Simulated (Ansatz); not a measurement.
**Band edges of diamond-structure Si (Fd-3m) under uniaxial stress along [111]**

Cell and atoms are relaxed with PBEsol to each stress (compression positive); bands and masses by r2SCAN with spin-orbit coupling, rigid bands (plane waves, PAW; Ansatz, a quantum-chemistry and plane-wave program). Strains are changes of length against the unloaded cell.

```cif
data_Si2
_chemical_formula_sum 'Si2'
_space_group_name_H-M_alt 'P 1'
_space_group_IT_number 1
_cell_length_a 3.84218
_cell_length_b 3.84218
_cell_length_c 3.84218
_cell_angle_alpha 60.000
_cell_angle_beta 60.000
_cell_angle_gamma 60.000
loop_
_space_group_symop_operation_xyz
  'x, y, z'
loop_
_atom_site_label
_atom_site_type_symbol
_atom_site_fract_x
_atom_site_fract_y
_atom_site_fract_z
_atom_site_occupancy
Si1 Si 0.00000 0.00000 0.00000 1
Si2 Si 0.25000 0.25000 0.25000 1
```

```json
[
 {"stress (GPa)": "-12.60", "strain [111] (%)": "7.99", "strain [1−10] (%)": "-1.25", "gap (eV)": "0.305", "mean mₑ*": "0.32"},
 {"stress (GPa)": "-9.00", "strain [111] (%)": "5.46", "strain [1−10] (%)": "-0.91", "gap (eV)": "0.463", "mean mₑ*": "0.31"},
 {"stress (GPa)": "-5.40", "strain [111] (%)": "3.18", "strain [1−10] (%)": "-0.56", "gap (eV)": "0.608", "mean mₑ*": "0.31"},
 {"stress (GPa)": "-1.80", "strain [111] (%)": "1.04", "strain [1−10] (%)": "-0.19", "gap (eV)": "0.711", "mean mₑ*": "0.29"},
 {"stress (GPa)": "0", "strain [111] (%)": "0", "strain [1−10] (%)": "0", "gap (eV)": "0.745", "mean mₑ*": "0.28"},
 {"stress (GPa)": "1.80", "strain [111] (%)": "-1.02", "strain [1−10] (%)": "0.20", "gap (eV)": "0.659", "mean mₑ*": "0.29"},
 {"stress (GPa)": "5.40", "strain [111] (%)": "-3.08", "strain [1−10] (%)": "0.62", "gap (eV)": "0.403", "mean mₑ*": "0.30"}
]
```

[111] is the direction of the load; [11−2] strains as [1−10]. Masses are conductivity masses at 300 K in electron masses, harmonic means over x, y and z.

**Question.** From the two loads next to zero, find the Young modulus and the ratio of transverse to axial strain.

**Answer.** Between -1.80 and 1.80 GPa the strain along [111] changes by -2.06 % and that along [1−10] by 0.39 %. The modulus is 3.60/0.0206 = 175 GPa and the ratio of the strains 0.19 (PBEsol, atoms relaxed).

**Question.** Is the response still linear at the largest tension?

**Answer.** The modulus predicts 7.21 % at -12.60 GPa; the table has 7.99 %, so the crystal is softer there.

**Question.** How fast does the gap move on either side of zero load?

**Answer.** Under tension, (0.608 − 0.745) eV over -5.40 GPa = 25 meV/GPa, or about -4.3 eV per unit strain; under compression, (0.659 − 0.745) eV over 1.80 GPa = -48 meV/GPa, or about 8.4 eV per unit strain. The two slopes part by 73 meV/GPa; gaps are resolved to about 0.01 eV, which allows 7 meV/GPa, so they differ, even in sign: the gap has a turning point near zero load.

Masses are those of dilute carriers in rigid bands with one relaxation time, without polarons. Third decimals of gaps are kept for the arithmetic. Every relaxation keeps the diamond-structure phase (space group R-3m under this load), so a transition, a distortion that breaks the symmetry or fracture can't show.
